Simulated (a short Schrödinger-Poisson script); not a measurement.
# Symmetric double-gate stack, SiO2 on p-type InP

Stack: symmetric double-gate stack, SiO2 on p-type InP, at 400 K.

```csv
layer,material,thickness (nm),Na (cm⁻³)
1,SiO2,2.6,-
2,InP,20,1e17
3,SiO2,2.6,-
```

The device is made up for the run: typed textbook-type constants, with dimensions and the other settings drawn at random. SiO2: permittivity 3.9, conduction-band edge (eV) 3.48, gap (eV) 9, electron mass (mₑ) 0.5. InP: permittivity 12.5, conduction-band edge (eV) 0, gap (eV) 1.344, Nv at 300 K (cm⁻³) 1.1e19.

Channel valleys (confinement mass, in-plane density-of-states mass, number): Γ 0.08, 0.08, 1. At the gates, both at one voltage, the conduction-band edge of layer 1 lies 3.63 eV − eVg above the Fermi level of the channel. Gaps are held at their typed values at every temperature. Mesh 0.03 nm at interfaces.

From a short Schrödinger-Poisson script (our own, NumPy): 1D Poisson equation in equilibrium, electrons quantum, Hartree (BenDaniel-Duke, 12 states a valley, the channel's in-plane mass for all, wave functions free to enter the dielectric), parabolic valleys, classical holes, full ionisation, no traps, pinning or gate leakage.

| Vg (V) | electrons (cm⁻²) | C (μF/cm²) | Γ E0 (meV) | Γ E1 (meV) |
|---|---|---|---|---|
| -0.3 | 1.70e6 | < 0.003 | 478.0 | 506.4 |
| -0.15 | 1.32e8 | < 0.003 | 328.0 | 356.4 |
| 0 | 9.97e9 | 0.0456 | 179.0 | 207.3 |
| 0.15 | 3.19e11 | 0.780 | 58.2 | 84.1 |
| 0.3 | 1.37e12 | 1.36 | 3.5 | 23.0 |
| 0.45 | 2.77e12 | 1.59 | -27.0 | -13.5 |
| 0.6 | 4.32e12 | 1.71 | -50.7 | -41.6 |
| 0.75 | 5.96e12 | 1.79 | -71.9 | -65.9 |
| 0.9 | 7.66e12 | 1.84 | -92.2 | -88.3 |
| 1.05 | 9.40e12 | 1.88 | -112.2 | -109.6 |
| 1.2 | 1.12e13 | 1.91 | -131.9 | -130.2 |
| 1.35 | 1.30e13 | 1.93 | -151.6 | -150.4 |
| 1.5 | 1.48e13 | 1.95 | -171.1 | -170.4 |
| 1.65 | 1.66e13 | 1.97 | -190.6 | -190.1 |
| 1.8 | 1.85e13 | 1.99 | -209.9 | -209.6 |
| 1.95 | 2.04e13 | 2.00 | -229.2 | -229.0 |
| 2.1 | 2.22e13 | 2.01 | -248.4 | -248.2 |
| 2.25 | 2.41e13 | 2.02 | -267.5 | -267.4 |
| 2.4 | 2.60e13 | 2.03 | -286.5 | -286.4 |

Gate voltages with under 1e6 electrons/cm² are left out.

Subbands count from the Fermi level. The capacitance is that of both gates.

Above a few 1e12 electrons/cm² a light Γ valley is non-parabolic and upper valleys begin to fill, which the model leaves out.
